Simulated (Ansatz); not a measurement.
# How far PBE and r2SCAN part for TiAl, pressure 9 GPa

Base system: TiAl (space group P4/mmm, No. 123; a = 2.824 Å, c = 4.071 Å).

(Cell as relaxed with PBE.)

Levels (all Ansatz, a first-principles code, PAW, earlier PAW set): PBE (420 eV, no spin-orbit coupling); r2SCAN (500 eV, without spin-orbit coupling).

Each level relaxes its own structure.

```tsv
base	PBE	r2SCAN
volume per atom	16.23 Å³	16.06 Å³
lattice parameter a	2.824 Å	2.813 Å
band gap	zero	zero
```

The change: a hydrostatic pressure of 9 GPa.

```
quantity                           PBE  r2SCAN
-----------------------------  -------  ------
shortest interatomic distance  2.760 Å     ___
c/a ratio                        1.441     ___
```

Predict the r2SCAN column.


- shortest interatomic distance, r2SCAN: 2.753 Å
- c/a ratio, r2SCAN: 1.442

PBE's shortest interatomic distance lies 0.0076 Å above r2SCAN's (0.3 %). Neither level is exact; r2SCAN is the comparison here, not a measurement.

Load acts through the strain it causes; cell and atoms are relaxed under it. No phonon test of stability was made. No other phases were tried under pressure. The final runs are not spin-polarised.
